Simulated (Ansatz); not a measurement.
The starting structures come from a database of crystals and need not be the phases stable at ambient conditions.

 Where the default PAW files enter, the runs use the earlier of Ansatz's two default sets.

By PBEsol, the system below comes out a metal.

A figure of merit of an interconnect metal is its ballistic conductance per area.

Input:

```yaml
crystal:
  lattice:
    - [5.31748, 0.00000, 0.00000]
    - [2.65874, 4.92382, 0.00000]
    - [2.65874, -0.47855, 1.45852]
  atoms:
    - { symbol: W, position: [0.92034, 0.74633, 0.74633] }
    - { symbol: W, position: [0.07966, 0.25367, 0.25367] }
    - { symbol: C, position: [0.00000, 0.00000, 0.00000] }
```

Space group of this cell: P-3m1. The cell is taken as given; by PBEsol its mean pressure is -10.1 GPa.

The current flows along the normal of the first two printed cell vectors, the (111) plane of the conventional cell. No spin-orbit coupling; the value is a mean over 0.1 eV about the Fermi level.

Problem. Compute, with PBEsol in Ansatz (an electronic-structure program), the ballistic conductance per area.

Solution. 0.96 × 10¹⁵ S/m² for both spins.
